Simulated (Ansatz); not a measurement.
Functionals compared on O on the 1x1 (0001) surface of hcp Zr, one in a 2x2 cell, started at the site 'bridge Zr-Zr (span 3.2 Å)', in Ansatz (plane waves, PAW). The structure was relaxed with PBE; the other rows are single points on it, each with its references at the same level. Cutoff 420 eV (500 eV for r2SCAN).

Model: 17-atom slab, 7.6 Å thick at the start under the adsorbate (thin: gaps and levels are the slab's own), 5x5x1 mesh, Fermi-Dirac 0.1 eV, dipole correction, 8 atoms held, the rest relaxed; start symmetry kept, larger cells not searched; no spin, no spin-orbit, no U, no dispersion correction. At the end it is bonded to 3 Zr. In PBE it is, or lies within 0.03 eV of, the lowest of the starts that converged. These notes are the PBE run's. Adsorption energies are against ½ O2(g). A negative adsorption energy means that the adsorbate is more stable on the surface than in its reference.

```csv
functional,adsorption energy (eV),work function of the top face (eV),change of the work function (eV),rough cost of the single point
PBE,-5.81,4.00,-0.16,–
RPBE,-5.56,3.87,-0.17,roughly 80 core-seconds
r2SCAN,-6.28,4.05,-0.20,very roughly 3 core-minutes
```

Ansatz is a first-principles code.
